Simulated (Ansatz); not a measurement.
## zinc-blende ZnSe: the defect N on the Se site + 1 H

Computed with PBE, PAW (plane waves to 420 eV; Ansatz, a program for electronic structure). Cell and caveats: 64-site cell; 2×2×2 shifted k-points; start: the Se site; H antibonding at the neighbour; energies good to tenths of an eV.

Neighbours after relaxation, in Å: of the N atom: Zn 1.93, Zn 2.00, Zn 2.00, Zn 2.01, H 3.48; of the H atom: Se 1.49, Zn 2.21, Se 3.09, Se 3.09, Zn 3.10, Zn 3.26, Zn 3.26.

The name describes the start; the neighbours show where the atoms ended.

```
charge         moment (μB)  largest move off a lattice site (Å)
------  ------------------  -----------------------------------
0       not spin-polarised                                 0.88
```

Not the lowest form: the same atoms on another site or from another start ended lower, by 1.09 eV at charge 0.
